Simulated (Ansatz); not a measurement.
Band structure of YbAl2 (Fd-3m, 6 atoms in the cell).

```xyz
6
Lattice="0.0000 3.9255 3.9255 3.9255 0.0000 3.9255 3.9255 3.9255 0.0000" Properties=species:S:1:pos:R:3 pbc="T T T"
Yb     1.9628     1.9628     1.9628
Yb     0.0000     0.0000     0.0000
Al     2.9441     4.9069     2.9441
Al     4.9069     4.9069     4.9069
Al     4.9069     2.9441     2.9441
Al     2.9441     2.9441     4.9069
```

Method: PBEsol, PAW files made with PBE (plane waves; Ansatz, a first-principles code).

Settings: basis.ecutwfc = 420 eV; kpoints.mp_grid.grid = 10 10 10; hamiltonian.xc = pbesol; hamiltonian.pseudopotentials = {kind: paw} (the program's default PAW files); scf.occupations.method = fermi_dirac; scf.occupations.width = 0.05 eV; kpoints.band_path.npoints = 8.

The starting cell comes from a database of computed structures (which also holds hypothetical and non-ambient phases and stackings), without a prior relaxation at this level. Its lattice was rescaled by a random factor within 2.5 % of one. Spin-orbit coupling is off. Spin polarisation is off.

Levels in eV from the Fermi level, bands 27 to 34:
```json
[
 {"point": "Γ", "27": "-0.35", "28": "-0.35", "29": "-0.33", "30": "-0.33", "31": "-0.33", "32": "-0.30", "33": "0.36", "34": "3.01"},
 {"point": "X", "27": "-0.33", "28": "-0.33", "29": "0.79", "30": "0.79", "31": "1.32", "32": "1.32", "33": "1.50", "34": "1.50"},
 {"point": "W", "27": "-0.29", "28": "-0.29", "29": "-0.27", "30": "-0.27", "31": "1.07", "32": "1.07", "33": "2.09", "34": "2.09"},
 {"point": "K", "27": "-0.33", "28": "-0.30", "29": "-0.10", "30": "-0.08", "31": "0.52", "32": "1.22", "33": "1.80", "34": "2.25"},
 {"point": "L", "27": "-0.34", "28": "-0.29", "29": "-0.29", "30": "0.00", "31": "0.43", "32": "0.43", "33": "2.18", "34": "2.44"},
 {"point": "U", "27": "-0.33", "28": "-0.30", "29": "-0.10", "30": "-0.08", "31": "0.52", "32": "1.22", "33": "1.80", "34": "2.25"}
]
```

Bands cross the Fermi level along this path, so the cell is metallic at this level.

Keys are those of Ansatz 0.2.
